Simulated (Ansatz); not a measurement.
MgSe (Fm-3m) under hydrostatic pressure: band gap by PBEsol with spin-orbit coupling, rigid bands (plane waves, PAW; Ansatz, an electronic-structure program). The unloaded cell, whose axes the loads refer to:

```
MgSe
1.0
    0.00000     2.72489     2.72489
    2.72489     0.00000     2.72489
    2.72489     2.72489     0.00000
Mg Se
1 1
Direct
  0.00000   0.00000   0.00000
  0.50000   0.50000   0.50000
```

| hydrostatic pressure (GPa) | volume per atom (Å³) | band gap (eV) |
|---|---|---|
| -2 | 20.91 | 1.59 |
| 0 | 20.23 | 1.64 |
| 2 | 19.65 | 1.68 |
| 5 | 18.92 | 1.74 |
| 10 | 17.93 | ? |

Task: Fit a straight line to band gap against the load over the rows given, and predict the row at 10 GPa.

Result: The means are x̄ = 1.250 GPa and ȳ = 1.6625; Σ(x − x̄)(y − ȳ) = 0.5675 and Σ(x − x̄)² = 26.75, so the slope is 21.2 meV per GPa, and the rows given lie within 4.0 meV of the line. At 10 GPa the line gives 1.85 eV; the calculation gives 1.82 eV, 1.5 % from it.

Task: With all rows, what volume deformation potential dE_g/d ln V follows?

Result: A line through E_g against ln V has the slope -1.5 eV, so the gap opens under compression.

 Stresses and pressures are the targets of the relaxation. Gaps are resolved to about 0.01 eV. The structure type is held at every load. Geometry: cell and atoms relaxed with PBEsol.
